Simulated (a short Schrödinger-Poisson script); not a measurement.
Solved with a short Schrödinger-Poisson script written for these runs: one-band effective-mass equation with BenDaniel-Duke matching, electrons, heavy and light holes apart, hard walls at the outer ends, one valence edge for both holes (no strain splitting), no charge, excitons, band mixing or non-parabolicity; under a field the levels are quasi-bound states of a box, listed while three quarters of their weight lies within 4 nm of the wells.

Structure: single In0.53Ga0.47As/InP quantum well.

```tsv
layer	material	thickness (nm)
1	InP	20
2	In0.53Ga0.47As	5
3	InP	20
```

The device is made up for the run: typed textbook-type constants, with dimensions and the other settings drawn at random. In0.53Ga0.47As: direct gap (eV) 0.74, conduction-band edge (eV) 0, electron mass (mₑ) 0.041, heavy-hole mass 0.38, light-hole mass 0.052. InP: direct gap (eV) 1.344, conduction-band edge (eV) 0.25, electron mass (mₑ) 0.08, heavy-hole mass 0.53, light-hole mass 0.12.

The valence-band edge of each layer lies one gap below its conduction-band edge. The electron's potential energy rises along the stack by the applied field. Mesh 0.03 nm at interfaces.

Gate and field steps stay those of the base.

One input was changed, with this effect: e1-hh1 transition at zero applied field 0.853 → 0.858 eV; e1 above the well's band edge 88.2 → 92.8 meV; hh1 − lh1 little changed (61.2 meV); squared e1-hh1 overlap at zero applied field 0.86 → 0.84.

Which change was it?
(A) heavy-hole mass in the well 0.38 → 0.3 mₑ
(B) electron mass in the well 0.041 → 0.029 mₑ
(C) well width 5 → 10 nm

B, electron mass in the well 0.041 → 0.029 mₑ

Parabolic bands overrate the confinement in so narrow a well of a small-gap material. Excitons are left out, and strain enters only through the typed gaps and offsets, so measured lines lie elsewhere.
